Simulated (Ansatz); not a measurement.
Base system: AlCo in the CsCl type structure (space group Pm-3m, No. 221; a = 2.824 Å; weakly magnetic (sensitive to the mesh)). Axes: x, y, z lie along the cube axes.

Calculations: r2SCAN/PAW in Ansatz (a first-principles code), scalar-relativistic without spin-orbit coupling.

Perturbation: a free-standing slab of 4 layers (8 atoms, 2 a layer) is cut normal to [110], with 15 Å of vacuum and the in-plane cell held at bulk.

Task: Estimate the effect on the excess energy per area of both faces.

Result: The excess energy per area of both faces (slab less bulk energy over the cell's area: twice a surface energy) amounts to 4.6 J/m² (uncertain by up to 0.1 J/m²).

Task: What happens to the change of the spacing d12 from its bulk value of 1.997 Å?

Result: The change of the spacing d12 from its bulk value of 1.997 Å comes out as +0.8 %.

Other magnetic orders, which the real material may have, were not ruled out. Slab and bulk use different k-meshes, which limits the precision of the excess energy. No phonon test of stability was made. Seeded moments were not kept for the base.
